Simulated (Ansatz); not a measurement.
Base system: Pd in the fcc (Cu type) structure (space group Fm-3m, No. 225).

```xyz
1
Lattice="0.0000 1.9379 1.9379 1.9379 0.0000 1.9379 1.9379 1.9379 0.0000" Properties=species:S:1:pos:R:3 pbc="T T T"
Pd     0.0000     0.0000     0.0000
```

Cartesian axes are those of the cell as printed.

Computed with PBEsol in Ansatz (plane waves to 420 eV, PAW, scalar-relativistic without spin-orbit coupling).

For the base:

```
Item                            Result
-----------------------------  -------
Pressure                       0.0 GPa
Shortest interatomic distance  2.741 Å
Band gap                          zero
```

Modification: biaxial strain +2.31 %, plane normal [111], relaxed out of plane (Cartesian); in-plane vectors clamped, the third vector and the atoms free.

### Question
Predict the new pressure, shortest interatomic distance, energy relative to the base and band gap.

### Answer
The pressure (mean of the normal stresses, compression positive) goes from zero to -4.1 GPa; the shortest interatomic distance drops by 0.0182 Å to 2.722 Å; the energy goes up by 14 meV/atom; the band gap remains zero.

Without a gap, meshes like the base's 21×21×21 leave anisotropic stresses uncertain by several tenths of a GPa, and small strain energies with them. No phonon test of stability was made. All final runs are without spin polarisation. Pd lies near a magnetic instability that expansion can trigger; it was not tested.

Ansatz is a first-principles code.
